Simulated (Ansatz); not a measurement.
Base system: WSi2 (space group I4/mmm, No. 139; a = 3.2122 Å, c = 7.8065 Å; relaxed with 0.1 eV smearing). Axes: x, y, z lie along a, b, c of the conventional cell.

Level of theory: plane-wave PAW DFT at the r2SCAN level (Ansatz, a first-principles code, 500 eV), spin-orbit coupling left out, earlier PAW set.

Strains are applied to the cell and any free atomic positions relax; under biaxial strain the out-of-plane vector relaxes too.

One change was made to it. Results:

The band gap stays zero; the pressure (mean of the normal stresses, compression positive) goes from zero to -22.3 GPa.

Problem. What was done to the base?
A. biaxial strain +1.28 %, plane normal [001], relaxed out of plane
B. tensor shear ε_yz = −0.18 %
C. biaxial strain +4.10 %, plane normal [001], relaxed out of plane
D. isotropic strain +4.34 %

Solution. D, isotropic strain +4.34 %. For comparison, the pressure in the other runs: biaxial strain +4.10 %, plane normal [001], relaxed out of plane gives -12.2 GPa; tensor shear ε_yz = −0.18 % gives 0.0 GPa; biaxial strain +1.28 %, plane normal [001], relaxed out of plane gives -4.3 GPa.

Whether these cells are dynamically stable was not tested. All final runs are without spin polarisation.
